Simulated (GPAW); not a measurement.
**Input and output of a self-consistent single point for SrO (Fm-3m, 2 atoms in the cell) (GPAW)**

Method of the run: PBE, GPAW PAW datasets PBE (gpaw-data 1.0.1) (plane waves; GPAW).

Input as run:

```python
from ase import Atoms
from ase.units import GPa
from gpaw import GPAW

atoms = Atoms(['Sr', 'O'],
              cell=[[0.000000, 2.557689, 2.557689],
                    [2.557689, 0.000000, 2.557689],
                    [2.557689, 2.557689, 0.000000]],
              scaled_positions=[[0.500000, 0.500000, 0.500000],
                                [0.000000, 0.000000, 0.000000]],
              pbc=True)

calc = GPAW(mode={'name': 'pw', 'ecut': 900},
            xc='PBE',
            kpts={'size': (6, 6, 6), 'gamma': True},
            occupations={'name': 'fixed-uniform'},
            nbands=-8,
            convergence={'density': 1e-05, 'bands': -6},
            symmetry={'symmorphic': False, 'tolerance': 0.0005},
            maxiter=150,
            txt='-')

atoms.calc = calc

energy = atoms.get_potential_energy()
print('Energy (eV):', round(energy, 6))
forces = atoms.get_forces()
print('Forces (eV/Ang):')
print(forces.round(5))
stress = atoms.get_stress()
print('Stress (GPa, Voigt):', (stress / GPa).round(4))
```

Output (repeated stretches shortened):

```
Input parameters:
  convergence: {bands: -6,
                density: 1e-05}
  kpts: {gamma: True,
         size: (6, 6, 6)}
  maxiter: 150
  mode: {ecut: 900,
         name: pw}
  nbands: -8
  occupations: {name: fixed-uniform}
  symmetry: {symmorphic: False,
             tolerance: 0.0005}
  xc: PBE

species:
  Sr:
    name: Strontium
    Z: 38.0
    valence: 10
    core: 28
    charge: 0.0
    file: Sr.PBE.gz

    # Using partial waves for Sr as LCAO basis

  O:
    name: Oxygen
    Z: 8.0
    valence: 6
    core: 2
    charge: 0.0
    file: O.PBE.gz

    # Using partial waves for O as LCAO basis

Reference energy: -88537.622309  # eV

Spin-paired calculation

Convergence criteria:
 Maximum [total energy] change in last 3 cyles: 0.0005 eV / valence electron
 Maximum integral of absolute [dens]ity change: 1e-05 electrons / valence electron
 Maximum integral of absolute [eigenst]ate change: 4e-08 eV^2 / valence electron
 Maximum number of scf [iter]ations: 150

Symmetries present (total): 48
Symmetries with fractional translations: 0
216 k-points: 6 x 6 x 6 Monkhorst-Pack grid + [1/12,1/12,1/12]
16 k-points in the irreducible part of the Brillouin zone
       k-points in crystal coordinates                weights
   0:     0.00000000    0.00000000    0.00000000          1/216
   1:     0.16666667    0.16666667    0.00000000          6/216
   2:     0.16666667    0.16666667    0.16666667          8/216
   [... 7 lines left out ...]
          ...
  15:     0.50000000    0.50000000    0.50000000          4/216

Wave functions: Plane wave expansion
  Cutoff energy: 900.000 eV
  Number of coefficients (min, max): 2030, 2085
  Pulay-stress correction: 0.000000 eV/Ang^3 (de/decut=0.000000)

Occupation numbers: # Uniform distribution of occupation numbers

Eigensolver

Densities:
  Coarse grid: 27*27*27 grid
  Fine grid: 54*54*54 grid
  Total Charge: 0.000000

Density mixing:
  Method: separate
  Backend: pulay
  Linear mixing parameter: 0.05
  old densities: 5
  Damping of long wavelength oscillations: 50

Hamiltonian:
  XC and Coulomb potentials evaluated on a 54*54*54 grid
  External potential:
    NoExternalPotential

XC parameters: PBE with 2 nearest neighbor stencil

Number of atoms: 2
Number of atomic orbitals: 9
Number of bands in calculation: 16
Number of valence electrons: 16
Bands to converge: 10

Density initialized from atomic densities
  9 bands from LCAO basis set
  7 bands from random numbers

Atomic positions and initial magnetic moments

Positions:
   0 Sr     2.557689    2.557689    2.557689    ( 0.0000,  0.0000,  0.0000)
   1 O      0.000000    0.000000    0.000000    ( 0.0000,  0.0000,  0.0000)

Unit cell:
           periodic     x           y           z      points  spacing
  1. axis:    yes    0.000000    2.557689    2.557689    27     0.1094
  2. axis:    yes    2.557689    0.000000    2.557689    27     0.1094
  3. axis:    yes    2.557689    2.557689    0.000000    27     0.1094

  Lengths:   3.617118   3.617118   3.617118
  Angles:   60.000000  60.000000  60.000000

Effective grid spacing dv^(1/3) = 0.1194

     iter     time        total  log10-change:
                         energy   eigst   dens
iter:   1 --:--:--   -13.842399   +2.10
iter:   2 --:--:--   -13.344994   +0.39  -0.97
iter:   3 --:--:--   -12.288775   -0.94  -1.03
iter:   4 --:--:--   -12.410128   -1.93  -1.30
iter:   5 --:--:--   -12.283959   -1.77  -1.38
iter:   6 --:--:--   -12.283172   -3.76  -2.48
iter:   7 --:--:--   -12.283589c  -4.92  -2.46
iter:   8 --:--:--   -12.282797c  -3.63  -2.52
iter:   9 --:--:--   -12.282757c  -5.70  -3.04
iter:  10 --:--:--   -12.282623c  -4.67  -3.12
iter:  11 --:--:--   -12.282589c  -5.51  -3.14
iter:  12 --:--:--   -12.282553c  -5.39  -3.32
iter:  13 --:--:--   -12.282553c  -7.67c -4.18
iter:  14 --:--:--   -12.282554c  -6.98  -4.23
iter:  15 --:--:--   -12.282553c  -7.53c -4.28
iter:  16 --:--:--   -12.282553c  -8.37c -4.95
iter:  17 --:--:--   -12.282553c  -9.58c -5.30c

Converged after 17 iterations.

Dipole moment: (0.000000, 0.000000, 0.000000) |e|*Ang

Energy contributions relative to reference atoms: (reference = -88537.622309)

Kinetic:        +17.584758
Potential:      -14.521441
External:        +0.000000
XC:             -15.229233
Entropy (-ST):   +0.000000
Local:           -0.116638
SIC:             +0.000000
--------------------------
Free energy:    -12.282553
Extrapolated:   -12.282553

Showing only first 2 kpts
 Kpt  Band  Eigenvalues  Occupancy
  0     6      5.23441    2.00000
  0     7      5.23441    2.00000
  0     8      9.36554    0.00000
  0     9     11.55982    0.00000

  1     6      5.13901    2.00000
  1     7      5.13901    2.00000
  1     8     10.46821    0.00000
  1     9     10.53179    0.00000

Fermi level: 6.91219

Gap: 3.356 eV
Transition (v -> c):
  (s=0, k=0, n=7, [0.00, 0.00, 0.00]) -> (s=0, k=12, n=8, [0.50, 0.50, 0.00])
Direct/indirect transitions are different
Direct gap: 3.422 eV
Transition at: (s=0, k=12, n=7, [0.50, 0.50, 0.00])
Energy (eV): -12.282553

Forces in eV/Ang:
  0 Sr    0.00000    0.00000    0.00000
  1 O     0.00000   -0.00000   -0.00000

Stress tensor:
    -0.030907    -0.000000     0.000000
    -0.000000    -0.030907     0.000000
     0.000000     0.000000    -0.030907
Stress (GPa, Voigt): [-4.9518 -4.9518 -4.9518  0.      0.     -0.    ]
```

The run converged in 17 iterations. GPAW prints stress with tension positive.

At such cutoffs GPAW's stress carries a finite-basis (Pulay) error, which enters relaxed cells too; its log prints stress with tension positive.

The starting cell comes from a database of computed structures (which also holds hypothetical and non-ambient phases and stackings), without a prior relaxation at this level. Its lattice was rescaled by a random factor within 2.5 % of one.
